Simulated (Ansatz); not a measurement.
The reference is SnSb in the rock salt structure (space group Fm-3m, No. 225; a = 6.088 Å; relaxed with 0.1 eV smearing). Axes: x, y, z lie along the cube axes.

All numbers come from Ansatz (an electronic-structure program) PBEsol, without spin-orbit coupling.

Perturbation: compressive biaxial strain of 1.07 % in the plane normal to [111], as in epitaxy on a mismatched substrate; the out-of-plane cell vector and the atoms relax.

**Question.** Estimate the effect on the out-of-plane strain.

**Answer.** The out-of-plane strain amounts to +1.28 %.

**Question.** Predict the new energy relative to the base.

**Answer.** The energy grows by 1.5 meV/atom.

No phonon test of stability was made. The final runs are not spin-polarised. An odd electron count without spin: SnSb.
